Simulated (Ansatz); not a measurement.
## C (R-3m, No. 166, 2 atoms in the cell; start mp-169; another form than the element's usual one)

Calculation: r²SCAN+rVV10 (Ansatz, a quantum-chemistry and plane-wave program, plane waves, PAW).

Settings: plane-wave cutoff 560 eV, 16×16×10 k mesh (along the axes of the cell as run), Fermi–Dirac smearing 0.01 eV, scalar-relativistic PAW data made under PBE.

Cell (relaxed at this level):

```cif
data_C2
_chemical_formula_sum 'C2'
_space_group_name_H-M_alt 'P 1'
_space_group_IT_number 1
_cell_length_a 2.45518
_cell_length_b 2.45518
_cell_length_c 3.63778
_cell_angle_alpha 109.713
_cell_angle_beta 109.713
_cell_angle_gamma 60.000
loop_
_space_group_symop_operation_xyz
  'x, y, z'
loop_
_atom_site_label
_atom_site_type_symbol
_atom_site_fract_x
_atom_site_fract_y
_atom_site_fract_z
_atom_site_occupancy
C1 C 0.83335 0.83335 0.00005 1
C2 C 0.16665 0.16665 0.99995 1
```

```json
{
 "band_gap": "0.13 eV (direct)",
 "Γ–Γ gap": "7.51 eV"
}
```

The result took roughly 14 core-seconds.

A start named mp-… is a Materials Project structure, which need not be a measured phase.
